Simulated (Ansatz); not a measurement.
## Converging the k-point mesh: CaAl2Zn2 (I4mm, 5 atoms in the cell)

```
CELL_PARAMETERS angstrom
     -2.05088     2.05088     5.72521
      2.05088    -2.05088     5.72521
      2.05088     2.05088    -5.72521
ATOMIC_POSITIONS crystal
  Ca 0.00437 0.00437 0.00000
  Al 0.25000 0.75000 0.50000
  Al 0.75000 0.25000 0.50000
  Zn 0.39187 0.39187 0.00000
  Zn 0.60813 0.60813 0.00000
```

Method of the run: LDA (PW92), default PAW files made with PBE (plane waves; Ansatz, an electronic-structure program).

Base settings: basis.ecutwfc = 420 eV; kpoints.mp_grid.grid = 9 9 9; hamiltonian.xc = lda; hamiltonian.pseudopotentials = {kind: paw} (the program's default PAW files); scf.occupations.method = gaussian; scf.occupations.width = 0.1 eV.

The second cell is the first with its lattice scaled by 0.98.

Only quantities that move along the ladder and can be compared are tabulated.

The count of work is k-points × plane waves × bands × iterations; it is no time. Core times come from one kind of shared machine, to one figure; runs under 30 s give none.

The starting cell comes from a database of computed structures (which also holds hypothetical and non-ambient phases and stackings), without a prior relaxation at this level. Its lattice was rescaled by up to half a per cent. One atom was moved a little off its site on purpose. In the base run, with a pressure of about -4 GPa the cell is away from its equilibrium volume at this level. Ansatz's pressure includes its estimate of the finite-basis (Pulay) stress.

Steps (kpoints.mp_grid.grid): 2 2 2; 3 3 3; 4 4 4; 5 5 5; 6 6 6; 8 8 8; 9 9 9; 11 11 11; 13 13 13; 16 16 16; 18 18 18.

Problem. What is the coarsest kpoints.mp_grid.grid that holds the pressure within 0.2 GPa of the last step, with all finer ones?

Solution. 5 5 5, at 0.037 of the last step's count of work; the step before is off by 0.23 GPa.

Problem. What is the coarsest kpoints.mp_grid.grid that holds the energy of the compressed cell less the first within 0.2 meV/atom of the last step, with all finer ones?

Solution. 9 9 9, at 0.16 of the last step's count of work; the step before is off by 0.33 meV/atom.

Problem. What is the coarsest kpoints.mp_grid.grid that holds the free energy within 5 meV/atom of the last step, with all finer ones?

Solution. 8 8 8, at 0.12 of the last step's count of work; the step before is off by 6.8 meV/atom.

```tsv
kpoints.mp_grid.grid	free energy less the last step's (meV/atom)	energy of the compressed cell less the first (meV/atom)	pressure (GPa)	largest difference of a force vector from the last step's (eV/Å)	count of work / last	core time / last (rough)
2 2 2	278.26	-17.12	-4.27	0.474	0.0083	–
3 3 3	28.35	-21.65	-4.88	0.115	0.013	–
4 4 4	16.01	-20.25	-4.66	0.050	0.030	–
5 5 5	23.66	-18.29	-4.40	0.059	0.037	–
6 6 6	6.83	-18.84	-4.47	0.013	0.062	–
8 8 8	-0.18	-18.92	-4.47	0.031	0.12	–
9 9 9	-0.45	-18.77	-4.46	0.023	0.16	–
11 11 11	0.37	-18.66	-4.44	0.003	0.26	0.2
13 13 13	0.03	-18.61	-4.43	0.012	0.41	0.4
16 16 16	0.30	-18.60	-4.43	0.008	0.73	0.7
18 18 18	0.00	-18.59	-4.43	0.000	1.0	1
```

The energy difference between the two cells stays within 1 meV/atom of the last step's from 5 5 5 on, the total only from 8 8 8 on: much of the error is common to both cells and cancels.

Keys are those of Ansatz 0.2.
